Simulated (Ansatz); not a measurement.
The starting structures come from a database of crystals and need not be the phases stable at ambient conditions.

By LDA, the system below comes out a metal.

Without scattering a metal conducts by its projected Fermi surface.

Input:

```yaml
crystal:
  lattice:
    - [3.08623, 0.00000, 0.00000]
    - [0.00000, 4.96233, 0.00000]
    - [0.00000, -2.48116, 4.29750]
  atoms:
    - { symbol: Hf, position: [0.50000, 0.33333, 0.66667] }
    - { symbol: Hf, position: [0.50000, 0.66667, 0.33333] }
    - { symbol: Hf, position: [0.00000, 0.00000, 0.00000] }
```

Space group of this cell: P6/mmm. The cell is taken as given; by LDA its mean pressure is -6.8 GPa.

The current flows along the normal of the first two printed cell vectors, the (100) plane of the conventional cell. No spin-orbit coupling; the value is a mean over 0.1 eV about the Fermi level.

Question: Predict the ballistic conductance per area from LDA run with Ansatz (a quantum-chemistry and plane-wave program).

Answer: 0.60 × 10¹⁵ S/m² for both spins.
